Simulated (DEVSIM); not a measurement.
Device: abrupt Si p-n junction, at 300 K.

| layer (left to right) | material | thickness (μm) | Nd (cm⁻³) | Na (cm⁻³) | τn (s) | τp (s) |
|---|---|---|---|---|---|---|
| 1 | Si | 2.10 | - | 1.3e16 | 0.00081 | 0.00081 |
| 2 | Si | 0.470 | 2.7e15 | - | 0.00081 | 0.00081 |

Left contact: ohmic. Right contact: ohmic. Voltage is applied to the left contact. Recombination: SRH at mid-gap, Auger. Mobility is μmin + (μ − μmin)/(1 + (N/Nref)^α).

This is a model device: material constants are rounded textbook-type values typed into the input, and sizes, dopings and lifetimes were drawn at random. Values at 300 K; Nc and Nv go as T^1.5, mobilities as T to minus their exponent, the gap by Varshni's rule with the affinity fixed.

```tsv
parameter	Si
gap (eV)	1.124
affinity (eV)	4.05
permittivity	11.7
Nc (cm⁻³)	2.86e19
Nv (cm⁻³)	3.1e19
μn (cm²/Vs)	1417
μp (cm²/Vs)	470
μn,min	52
μp,min	45
Nref,n	9.7e16
Nref,p	2.2e17
αn	0.68
αp	0.72
T exponent of μn	2.3
T exponent of μp	2.2
Cn (cm⁶/s)	2.8e-31
Cp (cm⁶/s)	9.9e-32
Varshni α (eV/K)	0.000473
Varshni β (K)	636
```

Simulated with DEVSIM: 1D drift-diffusion, Boltzmann statistics, complete ionisation; no tunnelling, impact ionisation, image-force lowering or self-heating.

The temperature was swept, all else fixed.

| temperature (K) | potential step across the device at zero bias (V) | dark forward voltage at 100 A/cm² (V) | largest field in the device at zero bias (V/cm) |
|---|---|---|---|
| 250 | 0.781 | 0.754 | 23000 |
| 300 | 0.683 | 0.662 | 21000 |
| 350 | 0.583 | 0.568 | 19000 |
| 400 | 0.479 | 0.473 | 17000 |
| 450 | 0.373 | 0.377 | 15000 |
| 500 | 0.265 | 0.282 | 12000 |

From the first row to the last the potential step across the device at zero bias goes from 0.781 to 0.265. From the first row to the last the dark forward voltage at 100 A/cm² goes from 0.754 to 0.282.
